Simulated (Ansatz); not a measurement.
Results of r²SCAN+rVV10 (Ansatz, a program for electronic structure, plane waves, PAW) for C11b MoSi₂.

Numerical settings: plane-wave cutoff 500 eV, 18×18×18 k mesh, Fermi–Dirac smearing 0.05 eV, no spin polarisation, scalar-relativistic PAW data made under PBE.

Computed at the level's own relaxed cell.

### Question
Give the computed volume per atom, lattice constant a and lattice parameter c.

### Answer

* **volume per atom**: 13.30 Å³/atom
* **lattice constant a**: 3.196 Å
* **lattice parameter c**: 7.810 Å

Measured, for comparison: lattice constant a 3.205 Å, lattice parameter c 7.845 Å (temperature not stated, no zero-point or thermal correction; as tabulated in Pavlosiuk et al. (2022), arXiv:2202.05362). Computed (rounded) less measured: lattice constant a -0.3 %, lattice parameter c -0.4 %. A static lattice is as a rule a little smaller and stiffer than an uncorrected measurement, which narrows the difference in the lattice parameter c and would widen misses of the other sign.

The computed numbers hold no vibrational or temperature effects.
